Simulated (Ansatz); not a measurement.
Worked example: self-consistent single point of TaOs3 (P4mm, 4 atoms in the cell) in Ansatz (a quantum-chemistry and plane-wave program).

Level of theory: LDA (PW92), default PAW files made with PBE (plane waves; Ansatz).

```
CELL_PARAMETERS angstrom
      3.90322     0.00000     0.00000
      0.00000     3.90322     0.00000
      0.00000     0.00000     3.90322
ATOMIC_POSITIONS crystal
  Ta 0.00000 0.00000 0.01281
  Os 0.00000 0.50000 0.50000
  Os 0.50000 0.00000 0.50000
  Os 0.50000 0.50000 0.00000
```

Reference input (self-consistent single point, DFT, LDA (PW92), plane waves, default PAW files made with PBE): basis.ecutwfc = 30.9 Ry; kpoints.mp_grid.grid = 9 9 9; hamiltonian.xc = lda; hamiltonian.pseudopotentials = {kind: paw} (the program's default PAW files); scf.occupations.method = gaussian; scf.occupations.width = 0.0073 Ry. This run's input differs from it in these lines:

Ansatz 0.2 input:
```diff
@@ -15,3 +15,3 @@
   mp_grid:
-    grid: [9, 9, 9]
+    grid: [8, 8, 8]
 hamiltonian:
@@ -23,3 +23,3 @@
     method: gaussian
-    width: 0.0073 Ry
+    width: 0.0015 Ry
 output:
```

Log, with long lists cut:

```
SCF iter   1: F=—  HF=-43038.517918 eV  |F-HF|=—  |Δ(HF+E_count)|=         —  Δρ=8.67e-3  dr2=3.92e-2  ethr=1.77e-3  ⟨swp⟩=5.9  Hψ=9480  notcnv=0
all-band conjugate gradients solve this SCF's bands
preconditioner: auto → Kerker (q_TF=auto, 2.740 Å⁻¹)
SCF iter   2: F=—  HF=-43038.513271 eV  |F-HF|=—  |Δ(HF+E_count)|=   4.65e-3  Δρ=4.78e-3  dr2=1.45e-2  ethr=6.42e-5  ⟨swp⟩=2.0  Hψ=4185  notcnv=0  defer=63
SCF iter   3: F=—  HF=-43038.509768 eV  |F-HF|=—  |Δ(HF+E_count)|=   3.50e-3  Δρ=6.59e-4  dr2=2.27e-4  ethr=2.37e-5  ⟨swp⟩=2.0  Hψ=4101  notcnv=0  defer=119
SCF iter   4: F=—  HF=-43038.509710 eV  |F-HF|=—  |Δ(HF+E_count)|=   5.90e-5  Δρ=1.08e-4  dr2=5.87e-6  ethr=3.73e-7  ⟨swp⟩=2.0  Hψ=3706  notcnv=0  defer=119
SCF iter   5: F=—  HF=-43038.509721 eV  |F-HF|=—  |Δ(HF+E_count)|=   1.18e-5  Δρ=3.41e-5  dr2=6.80e-7  ethr=9.62e-9  ⟨swp⟩=2.4  Hψ=3576  notcnv=0  defer=119
SCF iter   6: F=-43038.509721 eV  HF=-43038.509721 eV  |F-HF|=1.23e-8  |Δ(HF+E_count)|=   1.93e-7  Δρ=6.06e-6  dr2=2.26e-8  ethr=1.64e-10  ⟨swp⟩=7.9  Hψ=9937  notcnv=0
SCF 1 converged in 6 iterations: F = -43038.509721 eV  dr2 = 2.26e-8
Free energy (F): -43038.509721 eV
Internal energy: -43038.508643 eV  (E = F + TS)
E sigma→0 (E₀):  -43038.509182 eV
Entropy (-TS):   -0.001078 eV (-0.270 meV/atom)
Fermi energy:    23.345453 eV
--- Forces (eV/Å), atoms counted from 1 ---
  atom   1  Ta    -0.00000000     0.00000000    -0.53298672
  atom   2  Os     0.00000000     0.00000000     0.26412902
  atom   3  Os    -0.00000000     0.00000000     0.26412902
  atom   4  Os    -0.00000000     0.00000000     0.00474432
--- Stress (GPa, compression-positive) ---
       -8.771926       0.000000       0.000000
        0.000000      -8.771926       0.000000
        0.000000       0.000000      -8.900383
  P = ⅓ Tr σ = -8.8147 GPa (-88.147 kbar)
  The stress holds the Pulay correction. Without it, at fixed plane waves, as pw.x and ABINIT print it: P = -8.8599 GPa
```

The run converged in 6 iterations. Against the reference run the free energy rises by 4.0 meV/atom, the pressure hardly changes (-8.82 to -8.81 GPa) and the largest force goes from 0.519 to 0.533 eV/Å.

The starting cell comes from a database of computed structures (which also holds hypothetical and non-ambient phases and stackings), without a prior relaxation at this level. Its lattice was rescaled by up to half a per cent. One atom was moved a little off its site on purpose. Spin polarisation is off. With a pressure of about -9 GPa the cell is away from its equilibrium volume at this level. Ansatz's pressure includes its estimate of the finite-basis (Pulay) stress.
